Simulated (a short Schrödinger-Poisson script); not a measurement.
Structure: gated Al0.33Ga0.67As/GaAs δ-doped gas, at 300 K.

```tsv
layer	material	thickness (nm)	Na (cm⁻³)
1	Al0.33Ga0.67As	15	-
2	Al0.33Ga0.67As	20	-
3	GaAs	6000	7e15
```

Constants are typed, rounded textbook-type inputs, not results; the design itself was drawn at random and stands for no fabricated device. Al0.33Ga0.67As: permittivity 11.96, conduction-band edge (eV) 0.261, gap (eV) 1.836, electron mass (mₑ) 0.0944, Nv at 300 K (cm⁻³) 9e18. GaAs: permittivity 12.9, conduction-band edge (eV) 0, gap (eV) 1.424, Nv at 300 K (cm⁻³) 9e18.

Channel valleys (confinement mass, in-plane density-of-states mass, number): Γ 0.067, 0.067, 1. At the gate the conduction-band edge of layer 1 lies 1.01 eV − eVg above the Fermi level of the channel; the field vanishes at the back. Sheet of ionised δ-doping: +2.4e12 e/cm² at 15 nm from the gate. The barrier under the gate holds no holes. Gaps are held at their typed values at every temperature. Mesh 0.08 nm at interfaces.

Solved with a short Schrödinger-Poisson script written for these runs: 1D Poisson equation in equilibrium, electrons quantum, Hartree (BenDaniel-Duke, 40 states a valley, the channel's in-plane mass for all, wave functions free to enter the barrier), parabolic valleys, classical holes, full ionisation, no traps, pinning or gate leakage.

The same stack at other levels of the model or other numerical settings:

```tsv
run	sheet density of all electrons at Vg = 0.5 V (cm⁻²)	capacitance at Vg = 0.5 V (μF/cm²)	centroid of the channel electrons at Vg = 0.5 V (nm)	gate voltage at 1e11 electrons/cm² (V)	rough cost against the base
base	1.83e11	0.232	7.18	0.44	about 1
electrons treated as classical, Boltzmann	2.10e11	[?]	4.80	0.42	0.03
electrons treated as classical, Fermi-Dirac	2.04e11	[?]	5.18	0.43	0.2
electrons treated as quantum, Hartree plus LDA exchange-correlation	1.92e11	0.237	6.98	0.43	about 1
mesh six times as coarse	1.83e11	0.232	7.17	0.44	0.2
one subband a valley	[?]	0.215	5.55	0.44	0.2
```

Problem. What belongs in the gaps?

Solution. 
- one subband a valley, sheet density of all electrons at Vg = 0.5 V (cm⁻²): 1.69e11
- electrons treated as classical, Boltzmann, capacitance at Vg = 0.5 V (μF/cm²): 0.254
- electrons treated as classical, Fermi-Dirac, capacitance at Vg = 0.5 V (μF/cm²): 0.246

The classical rows ignore confinement, and Boltzmann statistics overrate the density once the band edge passes the Fermi level.
